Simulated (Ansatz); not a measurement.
```yaml
crystal:
  lattice:
    - [3.85215, 0.00000, 0.00000]
    - [0.00000, 3.85215, 0.00000]
    - [0.00000, 0.00000, 3.85215]
  atoms:
    - { symbol: Sr, position: [0.00000, 0.00000, 0.00000] }
    - { symbol: Ti, position: [0.50000, 0.50000, 0.50000] }
    - { symbol: O, position: [0.00000, 0.50000, 0.50000] }
    - { symbol: O, position: [0.50000, 0.50000, 0.00000] }
    - { symbol: O, position: [0.50000, 0.00000, 0.50000] }
```

The cell is strained by -1.0 % in length from its relaxed static size. Melting and transitions to other phases are not modelled. No magnetic order is allowed for.

**Question.** Is this phase dynamically stable in the harmonic approximation, and at 100, 300, 800 K by the stochastic self-consistent harmonic approximation in a 2×2×2 supercell, PBEsol in Ansatz (a quantum-chemistry and plane-wave program)? Give the softest mode in each case.

**Answer.** Harmonic: softest mode 97i cm⁻¹ at q = (0.50, 0.50, 0.50), so unstable at the wave vectors of the supercell. 100 K: locally stable, softest second derivative of the free energy 20 cm⁻¹ (error 2) at q = (0.50, 0.50, 0.50), at 7.2 GPa in this cell. 300 K: locally stable, softest second derivative of the free energy 45 cm⁻¹ (error 3) at q = (0.50, 0.50, 0.50), at 7.9 GPa in this cell. 800 K: locally stable, softest second derivative of the free energy 78 cm⁻¹ (error 2) at q = (0.50, 0.50, 0.50), at 10.1 GPa in this cell. A stable verdict is local, and a supercell this small can stiffen soft modes, so the symmetric phase can look stable where the real crystal is distorted. The verdict is statistical, holds for these wave vectors and this fixed cell alone, and errs towards stability where frames are few. Wave vectors are fractions of the primitive cell's reciprocal vectors.
